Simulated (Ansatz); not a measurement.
The reference is HfN in the rock salt structure (space group Fm-3m, No. 225; relaxed with 0.1 eV smearing).

```
HfN
1.0
    0.00000     2.25092     2.25092
    2.25092     0.00000     2.25092
    2.25092     2.25092     0.00000
Hf N
1 1
Direct
  0.00000   0.00000   0.00000
  0.50000   0.50000   0.50000
```

Method: PBEsol/PAW in Ansatz (an electronic-structure program), no SOC.

Base values:

```
Item        Value
--------  -------
Pressure  0.0 GPa
```

One thing is altered: the cell is scaled by 1.0250 in all directions, atoms relaxed at fixed cell.

How does this affect the pressure and energy relative to the base?

The pressure goes from zero to -17.9 GPa; the energy goes up by 52 meV/atom.

The cells carry an imposed strain or load. No phonon test of stability was made. The final runs are not spin-polarised. An odd electron count without spin: HfN.
